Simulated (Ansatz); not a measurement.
An Ansatz (a program for electronic structure) input (Kohn–Sham DFT with the PBEsol functional, run in Ansatz with PAW and 420 eV plane waves, scalar-relativistic without spin-orbit coupling):

Ansatz 0.2 input:
```yaml
crystal:
  lattice:
    - [0, 6.7460393004, 6.7460393004]
    - [6.7460393004, 0, 6.7460393004]
    - [6.7460393004, 6.7460393004, 0]
  atoms:
    - { symbol: Sn, position: [-0.001714932, -0.0012389957, 0.5014805946] }
    - { symbol: Sn, position: [-0.0024525575, 0.5025156976, -0.0049772028] }
    - { symbol: Sn, position: [0.0018179903, 0.5004507981, 0.4964280551] }
    - { symbol: Sn, position: [0.5002523922, 0.0013767388, 0.0013370834] }
    - { symbol: Sn, position: [0.5009905293, -0.0001858607, 0.5017035267] }
    - { symbol: Sn, position: [0.5008364366, 0.4978776678, 0.0063260886] }
    - { symbol: Sn, position: [0.4995044117, 0.5013368372, 0.4972084488] }
    - { symbol: Mg, position: [0.1256180062, 0.1230805814, 0.123430903] }
    - { symbol: Mg, position: [0.124857153, 0.1255865912, 0.6248157288] }
    - { symbol: Mg, position: [0.1231056922, 0.6251544596, 0.1244220653] }
    - { symbol: Mg, position: [0.1254207198, 0.6257785765, 0.6274831393] }
    - { symbol: Mg, position: [0.6263200748, 0.1265708088, 0.1194447682] }
    - { symbol: Mg, position: [0.6225149619, 0.1280840512, 0.6244118027] }
    - { symbol: Mg, position: [0.6252803934, 0.6257121357, 0.1220800317] }
    - { symbol: Mg, position: [0.6241849677, 0.6258004329, 0.6264920423] }
    - { symbol: Mg, position: [0.3782487767, 0.3781984004, 0.3716786701] }
    - { symbol: Mg, position: [0.3764113307, 0.3737393941, 0.8720862571] }
    - { symbol: Mg, position: [0.3745477257, 0.879101447, 0.3706773154] }
    - { symbol: Mg, position: [0.3747392558, 0.8733352416, 0.8750462037] }
    - { symbol: Mg, position: [0.8757185552, 0.3728326191, 0.3720188522] }
    - { symbol: Mg, position: [0.8760371072, 0.377207514, 0.8695892458] }
    - { symbol: Mg, position: [0.8721581176, 0.8755923563, 0.3732722747] }
    - { symbol: Mg, position: [0.8746584487, 0.8718984442, 0.8795289054] }
basis: { ecutwfc: 420, ecutrho_ratio: 4, xc_grid: 2, fft_grid_basis: typed }
kpoints: { mp_grid: { grid: [5, 5, 5] } }
hamiltonian:
  xc: pbesol
  dispersion: none
  pseudopotentials: { kind: paw }
scf: { occupations: { method: fermi_dirac, width: 0.05 }, convergence: { dr2_threshold: 0.0000000023 } }
relax: { f_tol: 0.02, max_steps: 45 }
output: { forces: true, stress: true }
checkpoint: { write: state.ck, write_every: 1000 }
```

Which symmetry and how many k-points will the program report, and about how many plane waves at Γ?

Space group P1 (ITA 1) with 1 operations, k-points 63 of 125, and 12039 plane waves at Γ.

And the final pressure?

-0.85 GPa (compression positive).

The cell is small, so the values are those of an ordered compound at a high defect concentration; dilute-limit values will differ. The cell was made from Mg2Sn (space group Fm-3m, No. 225) by this change: Sn vacancy. The defect cell is not spin-polarised.
